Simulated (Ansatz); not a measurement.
# wurtzite GaN: the defect Nb_Ga

All values below come from PBE, PAW (plane waves to 420 eV; Ansatz, an electronic-structure program). A 3×2×2 supercell of 96 sites was used; the energies come from a 2×2×2 shifted sampling of its zone. Site at the start: the Ga site. Energies of charged states are corrected for periodic images (point charge plus alignment at distant sites). Dielectric constants: PBE linear response of the host. Host gap at this level: 1.71 eV. A cell of this size leaves errors of a few tenths of an eV. PBE underestimates the host's gap, which shifts levels and can delocalise carriers. Spin–orbit coupling is left out. Each state is the lowest found from its start.

Formation energies E_f are given with the Fermi level at the valence-band maximum. Chemical conditions: Ga-rich (Δμ(Ga) = 0.00 eV, Δμ(Nb) = -1.21 eV, bounded by NbGa3 (I4/mmm); only phases computed here count, gases as isolated molecules at 0 K); N-rich (Δμ(Ga) = -0.88 eV, Δμ(Nb) = -1.91 eV, bounded by rock-salt NbN; only phases computed here count, gases as isolated molecules at 0 K). Reference phases: Ga: alpha gallium, Nb: bcc Nb.

```json
[
 {"charge": "+2", "moment (μB)": "not spin-polarised", "largest move off a lattice site (Å)": "0.08", "image correction with alignment (eV)": "0.94", "E_f, Ga-rich (eV)": "-1.04", "E_f, N-rich (eV)": "-1.22", "above the lowest spin state (eV)": "0.00"},
 {"charge": "+1*", "moment (μB)": "1.0", "largest move off a lattice site (Å)": "0.11", "image correction with alignment (eV)": "–", "E_f, Ga-rich (eV)": "–", "E_f, N-rich (eV)": "–", "above the lowest spin state (eV)": "0.00"},
 {"charge": "0†", "moment (μB)": "2.0", "largest move off a lattice site (Å)": "0.16", "image correction with alignment (eV)": "0.00", "E_f, Ga-rich (eV)": "3.20", "E_f, N-rich (eV)": "3.02", "above the lowest spin state (eV)": "0.00"},
 {"charge": "0*", "moment (μB)": "not spin-polarised", "largest move off a lattice site (Å)": "0.08", "image correction with alignment (eV)": "–", "E_f, Ga-rich (eV)": "–", "E_f, N-rich (eV)": "–", "above the lowest spin state (eV)": "0.26"},
 {"charge": "−1*", "moment (μB)": "1.9", "largest move off a lattice site (Å)": "0.17", "image correction with alignment (eV)": "–", "E_f, Ga-rich (eV)": "–", "E_f, N-rich (eV)": "–", "above the lowest spin state (eV)": "0.00"},
 {"charge": "−1*", "moment (μB)": "1.9", "largest move off a lattice site (Å)": "0.17", "image correction with alignment (eV)": "–", "E_f, Ga-rich (eV)": "–", "E_f, N-rich (eV)": "–", "above the lowest spin state (eV)": "0.00"}
]
```

* At this level the carrier isn't localised at the defect: at charge +1 electrons occupy the conduction band; at charge −1 electrons occupy the conduction band. Such a state is shallow or no state of the defect, and this cell gives it no level.

† Not settled in this cell, so no level is given: charge 0: level within 0.1 eV of a band edge or past it.

Starting moments that weren't kept: charge −1 began with 3 μB and ended with 1.9; charge −1 began with 1 μB and ended with 1.9.

Flagged in the runs: a host whose relaxation on this sampling wasn't shown to rest.
